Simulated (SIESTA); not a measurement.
## Sensitivity of a calculation on In2Co3S2 (R-3m, 7 atoms in the cell) to its settings

```xyz
7
Lattice="2.6585 1.5349 4.5553 -2.6585 1.5349 4.5553 0.0000 -3.0698 4.5553" Properties=species:S:1:pos:R:3 pbc="T T T"
In     0.0000     0.0000     0.0000
Co     1.3292     0.7674     2.2776
Co    -1.3292     0.7674     2.2776
Co     0.0000    -1.5349     2.2776
S      0.0000     0.0000     3.8128
S      0.0000     0.0000     9.8531
In     0.0000     0.0000     6.8329
```
Moments meant for the start (each program seeds them in its own way; μB, in the order of the atoms In Co Co Co S S In): 0.0 3.0 3.0 3.0 0.0 0.0 0.0.

Base run A: LDA PW92, numerical atomic orbitals DZP, PseudoDojo LDA standard norm-conserving potentials (rewritten from UPF to PSML) run with SIESTA, self-consistent single point.

Its settings: XC.functional = LDA; XC.authors = PW92; potentials = PseudoDojo LDA standard; PAO.BasisSize = DZP; PAO.EnergyShift = 0.01 Ry; MeshCutoff = 350 Ry; kgrid.MonkhorstPack = 5 5 5 shifted by 0.5 0.5 0.5; OccupationFunction = FD; ElectronicTemperature = 0.1 eV; Spin = polarized; DM.InitSpin = [1 +0.00, 2 +3.00, 3 +3.00, 4 +3.00, 5 +0.00, 6 +0.00, 7 +0.00]; MaxSCFIterations = 150; SCF.Mixer.Method = Pulay; SCF.Mixer.Weight = 0.1; SCF.Mixer.History = 8; SCF.DM.Tolerance = 1.0E-05.

The starting cell comes from a database of published, mostly measured structures (it also holds non-ambient and calculated ones), without a prior relaxation at this level. The starting moments vanished: the run ended non-magnetic, which need not be the lowest state. Values carry the incompleteness of an atom-centred basis. In the base run, with a pressure of about -11 GPa the cell is away from its equilibrium volume at this level.

ΔF is the free energy per atom less that of run A. 

Run A gave: pressure (GPa) -11.16; largest force (eV/Å) 0.902; size of the net moment (μB/atom) 0.00; k-points 75.

Runs:
- B: opposed starting moments (0 3 3 -3 0 0 0 μB); DM.InitSpin: [1 +0.00, 2 +3.00, 3 +3.00, 4 +3.00, 5 +0.00, 6 +0.00, 7 +0.00] → [1 +0.00, 2 +3.00, 3 +3.00, 4 -3.00, 5 +0.00, 6 +0.00, 7 +0.00]
- C: SCF.DM.Tolerance: 1.0E-05 → default; SCF.DM.Converge: default → false; SCF.H.Converge: default → false; SCF.FreeE.Converge: default → true; SCF.FreeE.Tolerance: default → 1.0E-03 eV
- D: kgrid.MonkhorstPack: 5 5 5 shifted by 0.5 0.5 0.5 → 4 4 4 shifted by 0.5 0.5 0.5
- E: kgrid.MonkhorstPack: 5 5 5 shifted by 0.5 0.5 0.5 → 5 5 5
- F: MeshCutoff: 350 Ry → 280 Ry
- G: Diag.Algorithm: default → QR

Q: What does run C change against A?

A: The free energy stays essentially unchanged (within 1 meV/atom), the pressure moves little (-11.16 to -11.06 GPa), the largest force goes from 0.902 to 0.888 eV/Å and the size of the net moment goes from 0.00 to 0.07 μB/atom.

| run | ΔF (meV/atom) | pressure (GPa) | largest force (eV/Å) | size of the net moment (μB/atom) | k-points |
|---|---|---|---|---|---|
| A | 0.00 | -11.16 | 0.902 | 0.00 | 75 |
| B | 0.00 | -11.16 | 0.902 | 0.00 | 75 |
| C | 0.72 | -11.06 | 0.888 | 0.07 | 75 |
| D | 0.37 | -11.11 | 0.905 | 0.00 | 32 |
| E | -0.27 | -11.17 | 0.904 | 0.00 | 63 |
| F | -0.05 | -11.23 | 0.900 | 0.00 | 75 |
| G | 0.00 | -11.16 | 0.902 | 0.00 | 75 |
